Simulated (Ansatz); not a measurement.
The starting structures come from a database of crystals and need not be the phases stable at ambient conditions.

Inside the gap of an insulator the Bloch states are evanescent, with a wavenumber k + iκ along the transport direction.

Input:

```xyz
6
Lattice="7.2657 0.0000 0.0000 0.0000 9.0832 0.0000 3.6329 4.5416 3.6329" Properties=species:S:1:pos:R:3 pbc="T T T"
Ba     0.0000     2.2708     0.0000
Ba     0.0000     6.8124     0.0000
Te     8.2543     4.5416     2.6443
Te     2.6443     9.0832     0.9886
Te     4.6215     4.5416     0.9886
Te     6.2772     9.0832     2.6443
```

Space group of this cell: I4/mcm. The cell is taken as given.

Transport runs along the normal of the first two printed cell vectors, the (100) plane of the conventional cell.

No gap correction and no spin-orbit coupling; mid-gap values are interpolated between computed energies.

Question: Give the band gap and the smallest decay constant κ at mid-gap that Ansatz (a quantum-chemistry and plane-wave program) with r2SCAN yields.

Answer: Gap 0.77 eV on a 8×8×8 mesh; κ = 0.145 1/Å, at (0.250, 0.000) of the in-plane reciprocal vectors. At the zone centre, at the nearest computed energy, the slowest state has κ = 0.16 1/Å.
